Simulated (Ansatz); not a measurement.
For Ga₂O₃ (model structure, started from the Al2S3 type, Cc, No. 9, 10 atoms in the cell), LDA in Ansatz (plane waves, PAW) gives:

```
Property                Value
---------------  ------------
cohesive energy  5.75 eV/atom
band gap              2.56 eV
```

What does r²SCAN+rVV10 in Ansatz (PAW) give for the same quantities?


- cohesive energy: 4.95 eV/atom (falls by 0.80 eV/atom)
- band gap: 3.04 eV (rises by 0.48 eV)

Changes are worked out from the printed values.

Unless a cell is named, each level is at its own relaxed cell (LDA 12.91, r²SCAN+rVV10 13.10 Å³/atom).

Spin–orbit coupling is included only where a level's name says +SOC; with heavier elements it mostly lowers gaps and can invert bands. Density-functional gaps are differences of (generalised) Kohn–Sham levels.

Ansatz's density-functional and Hartree–Fock values are scalar-relativistic unless marked +SOC, with PAW data made under PBE.

A model structure was made by putting elements into a prototype or built by hand; it is no filed structure, need not be a known phase, and can be a saddle point held by its symmetry.

Ansatz is a program for electronic structure.
